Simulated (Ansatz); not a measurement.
**SrHfN2 (space group R-3m, No. 166; a cell from a computed database, its experimental status unchecked)**

```yaml
crystal:
  lattice:
    - [1.65990, 0.95835, 5.86111]
    - [-1.65990, 0.95835, 5.86111]
    - [0.00000, -1.91669, 5.86111]
  atoms:
    - { symbol: Sr, position: [0.00000, 0.00000, 0.00000] }
    - { symbol: Hf, position: [0.50000, 0.50000, 0.50000] }
    - { symbol: N, position: [0.23313, 0.23313, 0.23313] }
    - { symbol: N, position: [0.76687, 0.76687, 0.76687] }
```

Calculations: PBEsol in Ansatz (plane waves to 420 eV, PAW, scalar-relativistic without spin-orbit coupling). k-mesh 12×12×12 (Γ-centred); smearing 0.05 eV (Fermi–Dirac).

```yaml
volume_per_atom: 13.99 Å³
density: 8.73 g/cm³
band_gap: 0.17 eV, indirect, Γ → F
Lowest conduction-band minima above the VBM: F (1/2, 0, 1/2) 0.17 eV
total_energy: -4963.290 eV/atom (σ→0; compares only within this code and set-up)
```

With Hf present, leaving out spin-orbit coupling can change the band edges. Whether these cells are dynamically stable was not tested. The zero or small gap of SrHfN2 can change with the level of theory.

Ansatz is a quantum-chemistry and plane-wave program.
